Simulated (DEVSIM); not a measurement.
Device: abrupt GaAs n-p junction, at 400 K.

Layer 1 from the left is GaAs, thickness (μm) 7.10, Nd (cm⁻³) 8.8e16, τn (s) 8.8e-9, τp (s) 8.8e-9. Layer 2 from the left is GaAs, thickness (μm) 9.30, Na (cm⁻³) 1.1e14, τn (s) 8.8e-9, τp (s) 8.8e-9.

Left contact: ohmic. Right contact: ohmic. Voltage is applied to the left contact. Recombination: SRH at mid-gap, radiative, Auger. Mobility is constant in doping.

Constants are typed, rounded textbook-type inputs, not results; the design itself was drawn at random and stands for no fabricated device. Values at 300 K; Nc and Nv go as T^1.5, mobilities as T to minus their exponent, the gap by Varshni's rule with the affinity fixed.

GaAs: gap (eV) 1.424, affinity (eV) 4.07, permittivity 12.9, Nc (cm⁻³) 4.7e17, Nv (cm⁻³) 9e18, μn (cm²/Vs) 8500, μp (cm²/Vs) 400, T exponent of μn 2.1, T exponent of μp 2.2, B (cm³/s) 2e-10, Cn (cm⁶/s) 1e-30, Cp (cm⁶/s) 1e-30, Varshni α (eV/K) 0.000541, Varshni β (K) 204.

Estimate by hand the built-in potential, the peak field at zero bias, the capacitance at 3 V, and compare with a numerical solution.


- Built-in potential: ni = √(Nc Nv) exp(−Eg/2kT) = 6.67e9 cm⁻³ with Eg = 1.377 eV; Vbi = kT/q ln(Na Nd/ni²) = 0.900 V; numerical 0.900 V.
- Peak field at zero bias: depletion approximation: W = √(2εVbi/(qN)) = 3.42 μm with N = 1.10e14 cm⁻³; field = 2Vbi/W = 5270 V/cm; numerical 18200 V/cm (estimate below by 71 %).
- Capacitance at 3 V: C = √(qεN / 2(Vbi + |V|)) = 1.61 nF/cm²; numerical 1.63 nF/cm² (estimate below by 1.7 %).

Simulated with DEVSIM: 1D drift-diffusion, Boltzmann statistics, complete ionisation; no tunnelling, impact ionisation, image-force lowering or self-heating.
